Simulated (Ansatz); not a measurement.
## Al12W (Im-3, No. 204)

Computed with r²SCAN (plane waves, PAW; Ansatz, a first-principles code).

Settings: plane-wave cutoff 560 eV, 10×10×10 k mesh, Fermi–Dirac smearing 0.05 eV, no spin polarisation, scalar-relativistic PAW data made under PBE.

Cell: relaxed at this level.

For Al12W (Im-3, No. 204), the band gap is zero (no gap). The lattice constant a is 7.540 Å.

Spin–orbit coupling is not included.
